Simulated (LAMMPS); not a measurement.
MD of Cu (fcc) at zero pressure, 256 atoms, as a crystal; each row is its own run.

Model: classical MD, pair style bop, file AlCu.bop.table (LAMMPS).

```
T (K)  enthalpy (eV/atom)
-----  ------------------
200               -3.4214
300               -3.3950
610               -3.3116
810               -3.2587
1220              -3.1400
1430              -3.0714
```

**Question.** Fit a straight line, y = a + b x, to these rows (x is the first column, y the second) and predict the run at x = 1020.

**Answer.** Least squares gives a = -3.4815 and b = 0.0002824. At x = 1020 the fit predicts -3.1934 eV/atom. The run itself gave -3.198 ± 0.002 eV/atom, so the fit is 4.8 meV/atom high.

Caution (rows 1020; 1220; 1430): a run this short can hold a crystal over, or a liquid under, the potential's own melting point, which these runs don't give.

Caution (row 1430): this crystal lies over the measured melting point of 1358 K, so it is superheated or the potential melts high.
